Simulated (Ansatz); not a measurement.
Response to strain in Li2Se

Base system: Li2Se in the anti-fluorite structure (space group Fm-3m, No. 225; a = 5.945 Å).

Strains are applied to the cell and any free atomic positions relax.

The values are results of PBEsol/PAW in Ansatz (a first-principles code), no spin-orbit coupling, not measurements.

Candidates:
(a) isotropic strain −3.00 %
(b) isotropic strain −0.50 %
(c) isotropic strain −1.00 %
(d) isotropic strain −2.00 %

Before the change:

```
Quantity               Value
-------------------  -------
Smallest direct gap  3.36 eV
```

### Question
Order them by smallest direct gap, lowest first.

### Answer
(b) isotropic strain −0.50 % (3.43 eV), (c) isotropic strain −1.00 % (3.49 eV), (d) isotropic strain −2.00 % (3.63 eV), (a) isotropic strain −3.00 % (3.77 eV)

Stability against distortions was not tested.
